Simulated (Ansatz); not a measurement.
The structure below was relaxed with PBE (Ansatz, a first-principles code), without spin-orbit coupling, at pressure 0.7 GPa.

Space group Pm-3m (No. 221); a = b = c = 3.931 Å, α = β = γ = 90.00°

| atom | site | symmetry | x | y | z |
|---|---|---|---|---|---|
| Sr | 1a | m-3m | 0.0000 | 0.0000 | 0.0000 |
| Ti | 1b | m-3m | 0.5000 | 0.5000 | 0.5000 |
| O | 3c | 4/mm.m | 0.0000 | 0.5000 | 0.5000 |

Write out a cell with all atoms.


```
SrTiO3
1.0
    3.93124     0.00000     0.00000
    0.00000     3.93124     0.00000
    0.00000     0.00000     3.93124
Sr Ti O
1 1 3
Direct
  0.00000   0.00000   0.00000
  0.50000   0.50000   0.50000
  0.50000   0.00000   0.50000
  0.00000   0.50000   0.50000
  0.50000   0.50000   0.00000
```
This is the conventional cell.

Load acts through the strain it causes; cell and atoms are relaxed under it. Stability against distortions was not tested. All final runs are without spin polarisation. The cell was made from SrTiO$_{3}$ in the cubic perovskite structure (space group Pm-3m, No. 221) by this change: pressure 0.7 GPa. Many cubic perovskites are stable only at high temperature; tilts and polar distortions were not tested.
